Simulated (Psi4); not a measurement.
Psi4 1.11, unrestricted BP86/def2-svp: [CH2]N(C)C, charge 0, multiplicity 2, 12 atoms. The geometry is a generated start, not checked to be a minimum at this level.

* **task**: energy
* **method**: bp86
* **basis**: def2-svp
* **memory**: 3 GB
* **maxiter**: 100
* **keys of the molecule block**: symmetry c1
* **scf_type**: df (default)
* **guess**: auto, which took SAD (default)
* **scf_initial_accelerator**: adiis (default)
* **e_convergence**: 1e-06 (default)
* **d_convergence**: 1e-06 (default)
* **dft_radial_points**: 75 (default)
* **dft_spherical_points**: 302 (default)
* **basis functions**: 96
* **grid points**: 256245

```xyz
12

C     -0.1272     1.4025     0.5899
N      0.0504     0.2727    -0.1877
C      1.2299    -0.5231     0.0325
C     -1.1166    -0.4837    -0.5617
H     -1.1153     1.7738     0.7591
H      0.7116     1.8016     1.1217
H      1.1179    -1.2109     0.8852
H      2.0781     0.1304     0.2263
H      1.4397    -1.1175    -0.8585
H     -1.9382     0.1972    -0.7711
H     -0.8969    -1.0601    -1.4624
H     -1.4333    -1.1828     0.2266
```

Charge 0 and multiplicity 2 are set for this test and not shown to be the ground state.

One run each on 2 threads. Values of diis_max_vecs tried: 3, 6, 10 (default), 20.

Question: How does the count of SCF iterations change with diis_max_vecs, and where is it least?

Answer: Fewest SCF iterations, within one of each other: 6 with 9, 10 (default) with 9, 20 with 9. The count rises to 21 at 3. All converge to one solution.

```json
[
 {"diis_max_vecs": "3", "SCF iterations": "21", "end": "same solution"},
 {"diis_max_vecs": "6", "SCF iterations": "9", "end": "same solution"},
 {"diis_max_vecs": "10 (default)", "SCF iterations": "9", "end": "same solution"},
 {"diis_max_vecs": "20", "SCF iterations": "9", "end": "same solution"}
]
```
